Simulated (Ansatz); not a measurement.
The structure below was relaxed with PBEsol (Ansatz, an electronic-structure program), without spin-orbit coupling, at pressure −2 GPa.

Space group P4₂/mnm (No. 136); a = 4.6753 Å, b = 4.6753 Å, c = 3.0799 Å, α = 90.00°, β = 90.00°, γ = 90.00°

```tsv
atom	site	symmetry	x	y	z
Mg	2a	m.mm	0.0000	0.0000	0.0000
F	4f	m.2m	0.3038	0.3038	0.0000
```

**Question.** Write out a cell with all atoms.

**Answer.** 
```
MgF2
1.0
    4.67534     0.00000     0.00000
    0.00000     4.67534     0.00000
    0.00000     0.00000     3.07987
Mg F
2 4
Direct
  0.50000   0.50000   0.50000
  0.00000   0.00000   0.00000
  0.80381   0.19619   0.50000
  0.19619   0.80381   0.50000
  0.30381   0.30381   0.00000
  0.69619   0.69619   0.00000
```
This is the conventional cell.

Load acts through the strain it causes; cell and atoms are relaxed under it. Stability against distortions was not tested. The cell was made from MgF2 in the rutile structure (space group P4_2/mnm, No. 136) by this change: pressure −2 GPa.
